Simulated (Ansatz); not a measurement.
The structure below was relaxed with DFT with r2SCAN, PAW potentials and a 500 eV plane-wave cutoff in Ansatz (a quantum-chemistry and plane-wave program), spin-orbit coupling left out, earlier PAW set.

Space group P6₃/mmc (No. 194); a = 3.3337 Å, b = 3.3337 Å, c = 5.4927 Å, α = 90.00°, β = 90.00°, γ = 120.00°

| atom | site | symmetry | x | y | z |
|---|---|---|---|---|---|
| In | 2d | -6m2 | 0.6667 | 0.3333 | 0.2500 |

Problem. Write out a cell with all atoms.

Solution. 
```cif
data_In2
_chemical_formula_sum 'In2'
_space_group_name_H-M_alt 'P 1'
_space_group_IT_number 1
_cell_length_a 3.33367
_cell_length_b 3.33367
_cell_length_c 5.49272
_cell_angle_alpha 90.000
_cell_angle_beta 90.000
_cell_angle_gamma 120.000
loop_
_space_group_symop_operation_xyz
  'x, y, z'
loop_
_atom_site_label
_atom_site_type_symbol
_atom_site_fract_x
_atom_site_fract_y
_atom_site_fract_z
_atom_site_occupancy
In1 In 0.33333 0.66667 0.75000 1
In2 In 0.66667 0.33333 0.25000 1
```
This is the conventional cell.

Whether these cells are dynamically stable was not tested. The cell was made from Zn by this change: Zn → In; the result is a model cell, its experimental status unchecked. This is not the structure that In has at room temperature and ambient pressure.
